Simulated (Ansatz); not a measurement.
Subject: the energy of the reaction as written. Reaction: 8 C (graphite) + 1/2 N2 (gas) → cell A. The sign is products less reactants.

Cell A: a layer of C (graphite, P6₃/mmc), 9 atoms, hexagonal cell of 4.93 Å (21.0 Å²), symmetry Cmm2 within 0.02 Å, 1.5 Å thick under 16 Å of vacuum, in-plane vectors held at the crystal's; planes from bottom to top: C8 | N, its two faces unlike (dipole correction applied); added, foreign or displaced atoms, above the top plane: N bound to 2 C at 1.47 Å; spin state with PBE: net moment 0.8 μB a cell, k-point mesh 7×7×1.
```
CELL_PARAMETERS angstrom
      4.92992     0.00000     0.00000
     -2.46496     4.26944     0.00000
      0.00000     0.00000    17.09268
ATOMIC_POSITIONS crystal
  C  0.99138 0.99569 0.47553
  C  0.34195 0.17098 0.47553
  C  0.99896 0.49948 0.46394
  C  0.33438 0.66719 0.46394
  C  0.50471 0.99845 0.46192
  C  0.82862 0.16822 0.46192
  C  0.50471 0.50626 0.46192
  C  0.82862 0.66041 0.46192
  N  0.16667 0.08333 0.54963
```

Reference: C (graphite, P6₃/mmc), 16 atoms in the cell, the relaxed perfect crystal repeated, atoms not moved again, k-point mesh 7×7×4 on the run's own vectors.

Reference: an isolated N2 molecule (singlet) in a box of 11 × 11 × 13 Å.

Plane-wave PAW calculations with Ansatz (a first-principles code), its PAW set soft_1, cutoff 420 eV, 500 eV for r2SCAN. The structures are at rest with PBE+D3(BJ), within the held lattices; other levels are single points on them. HSE06 runs on coarser k-point meshes, mended by the PBE difference between the two meshes. Neutral cells; Fermi-Dirac smearing of at most 0.05 eV in the solids, energies taken to zero width. The lattices are those relaxed with PBE+D3(BJ), so at other levels the solids can be strained, which adds to the spread. A dispersion term (D3(BJ), or D4 for r2SCAN) was computed beside these levels and is taken off wherever the name lacks it. Space groups of crystals are read within 0.01 Å. Nuclei at rest; no vibrational terms. Cells are local rest points, mostly with their start's symmetry. No search over spin orders was made beyond those shown. Values are for these cell sizes. The state moves with the level: A has a net moment of 1.0 μB with HSE06 and 0.8 μB with PBE. Cell A has symmetry Cmm2 within 0.02 Å and got no random move, so less symmetric positions, which may lie lower, weren't tried.

Problem. Give the value at the level r2SCAN+D4.

Solution. 4.87 eV, for 8 C (graphite) + 1/2 N2 (gas) → cell A.

Problem. List the value at the remaining levels and say how far they part.

Solution. 
| Method | value (eV) | less r2SCAN+D4 |
|---|---|---|
| PBE | 4.37 | -0.50 |
| PBE+D3(BJ) | 4.81 | -0.06 |
| r2SCAN | 4.61 | -0.26 |
| HSE06 | 4.54 | -0.33 |

The levels shown span 0.50 eV, from PBE (4.37) to r2SCAN+D4 (4.87).
